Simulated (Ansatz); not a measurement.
Worked example: relaxation of cell and atoms of LaGe₃Ir (I4mm, 5 atoms in the cell) in Ansatz (a quantum-chemistry and plane-wave program).

Method: PBEsol, default PAW files made with PBE (plane waves; Ansatz).

The change in words: atoms on their sites; basis.ecutwfc: 420 eV → 505 eV; relax: default → cell and atoms. Reference geometry:
```yaml
crystal:
  lattice:
    - [-2.23029, 2.23029, 5.06692]
    - [2.23029, -2.23029, 5.06692]
    - [2.23029, 2.23029, -5.06692]
  atoms:
    - { symbol: La, position: [0.58346, 0.58346, 0.00000] }
    - { symbol: Ge, position: [0.34263, 0.84263, 0.50000] }
    - { symbol: Ge, position: [0.84263, 0.34263, 0.50000] }
    - { symbol: Ge, position: [0.00049, 0.00049, 0.00000] }
    - { symbol: Ir, position: [0.23877, 0.23877, 0.00000] }
```

Reference input (self-consistent single point, DFT, PBEsol, plane waves, default PAW files made with PBE): basis.ecutwfc = 420 eV; kpoints.mp_grid.grid = 5 5 5; hamiltonian.xc = pbesol; hamiltonian.pseudopotentials = {kind: paw} (the program's default PAW files); scf.occupations.method = gaussian; scf.occupations.width = 0.1 eV. This run's input differs from it in these lines:

Ansatz 0.2 input:
```diff
@@ -6,3 +6,3 @@
   atoms:
-    - { symbol: La, position: [0.58346400, 0.58346400, 0.00000000] }
+    - { symbol: La, position: [0.57853000, 0.57853000, 0.00000000] }
     - { symbol: Ge, position: [0.34263000, 0.84263000, 0.50000000] }
@@ -12,3 +12,3 @@
 basis:
-  ecutwfc: 420.0
+  ecutwfc: 505.0
 kpoints:
@@ -20,2 +20,4 @@
   occupations: { method: gaussian, width: 0.1 }
+relax:
+  cell: {}
 output:
```

Output (repeated stretches shortened):

```
   [... SCF lines of the steps left out ...]
relax step   1: F+E_penalty+E_count = -30724.61421942 eV  Δ(F+E_penalty+E_count) = +0.000e0 eV  max|allowed force component| = 1.479e-1 eV/Å  Δτ_max = 0.0000 Å  P = -3.364 GPa  Ω = 100.815 Å³  (8 SCF iters, dr2 threshold 1.00e-7 eV, accepted)
relax step   2: F+E_penalty+E_count = -30724.63563961 eV  Δ(F+E_penalty+E_count) = -2.142e-2 eV  max|allowed force component| = 6.607e-2 eV/Å  Δτ_max = 0.0129 Å  P = +2.130 GPa  Ω = 96.211 Å³  energy of the carried Pulay correction = +5.771e-4 eV  [...]
relax step   3: F+E_penalty+E_count = -30724.64632228 eV  Δ(F+E_penalty+E_count) = -1.068e-2 eV  max|allowed force component| = 9.297e-3 eV/Å  Δτ_max = 0.0047 Å  P = -0.110 GPa  Ω = 97.960 Å³  energy of the carried Pulay correction = +3.548e-4 eV  [...]
relax step   4: F+E_penalty+E_count = -30724.64636561 eV  Δ(F+E_penalty+E_count) = -4.333e-5 eV  max|allowed force component| = 1.839e-3 eV/Å  Δτ_max = 0.0006 Å  P = -0.005 GPa  Ω = 97.876 Å³  energy of the carried Pulay correction = +3.653e-4 eV  [...]
relax step   5: F+E_penalty+E_count = -30724.64603570 eV  Δ(F+E_penalty+E_count) = +3.299e-4 eV  max|allowed force component| = 1.819e-3 eV/Å  Δτ_max = 0.0000 Å  P = -0.009 GPa  Ω = 97.876 Å³  stress off target by 1.20e-2 GPa  SCF on the basis [...]
basis re-selected at this cell: Δ(F+E_penalty+E_count) = +3.299e-4 eV, ΔP = -0.004 GPa vs the last step
the relaxation is at rest under the 8 symmetry operations that the run kept from its start: a minimum is not shown …
Free energy (F): -30724.646036 eV
Internal energy: -30724.635494 eV  (E = F + TS)
E sigma→0 (E₀):  -30724.640765 eV
Entropy (-TS):   -0.010542 eV (-2.108 meV/atom)
Fermi energy:    14.321989 eV
--- Forces (eV/Å), atoms counted from 1 ---
  atom   1  La     0.00000000     0.00000000    -0.00110236
   [... lines left out ...]
  cell:  # Å, volume = 97.8761 Å³
   [... lines left out ...]
    - { symbol: Ge, position: [0.3425597732454686, 0.8425597732454685, 0.5] }
    - { symbol: Ge, position: [0.8425597732454685, 0.3425597732454686, 0.5] }
    - { symbol: Ge, position: [0.0003406766862376557, 0.0003406766862376557, -3.952534174446405e-34] }
    - { symbol: Ir, position: [0.23818923428175562, 0.23818923428175562, -3.8490683633900124e-34] }
```

The run converged. 

Summary of the result:
* **Free energy E − TS (on the zero of these files)**: -30724.6460 eV
* **Fermi level (on the code's own zero)**: 14.32 eV
* **Pressure**: -0.01 GPa
* **Largest force (vector length)**: 0.002 eV/Å
* **Final cell**: a = b = c = 5.917 Å, α = β = 136.21°, γ = 63.65°
* **Final volume per atom**: 19.58 Å³
* **Relaxation steps**: 5

The starting cell comes from a database of computed structures (which also holds hypothetical and non-ambient phases and stackings), without a prior relaxation at this level. Its lattice was rescaled by up to half a per cent. Spin polarisation is off. The relaxation keeps the symmetry of its start, so its end need not be a minimum. Ansatz's pressure includes its estimate of the finite-basis (Pulay) stress.

Cost on one core of a shared machine: roughly 50 s.
